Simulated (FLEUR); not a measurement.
# Converging the k-point mesh: Ag (Fm-3m, 1 atom in the cell)

```xyz
1
Lattice="0.0000 2.0552 2.0552 2.0552 0.0000 2.0552 2.0552 2.0552 0.0000" Properties=species:S:1:pos:R:3 pbc="T T T"
Ag     0.0000     0.0000     0.0000
```

Computed with PBE, all-electron FLAPW (FLEUR), scalar-relativistic valence.

Base settings: Kmax = 3.9 1/bohr; GmaxXC = 11.7 1/bohr; xcFunctional = pbe; jspins = 1; l_soc = F; mode = hist; fermiSmearingEnergy = 0.00367493 Htr; mesh (inpgen div1-3) = 10 10 10; inpgen gamma flag = true; Gmax = 11.7 1/bohr.

Moved along: kpt_gamma.

Only quantities that move along the ladder and can be compared are tabulated.

The starting cell has typed, rounded lattice constants, without a prior relaxation at this level. Its lattice was rescaled by up to half a per cent. Values depend on the basis (sphere radii, cutoffs, local orbitals), which need not be converged.

```tsv
kpt_div	free energy less the last step's (meV/atom)
2 2 2	1987.39
3 3 3	-307.93
4 4 4	174.51
5 5 5	-112.41
6 6 6	61.03
7 7 7	-47.52
8 8 8	26.90
9 9 9	-15.60
10 10 10	12.54
11 11 11	-2.69
12 12 12	4.08
13 13 13	0.75
20 20 20	-1.40
24 24 24	-0.75
30 30 30	0.02
33 33 33	0.00
```

Coarsest kpt_div that holds the free energy within 2 meV/atom of the last step, with all finer ones: 13 13 13; the step before is off by 4.1 meV/atom.
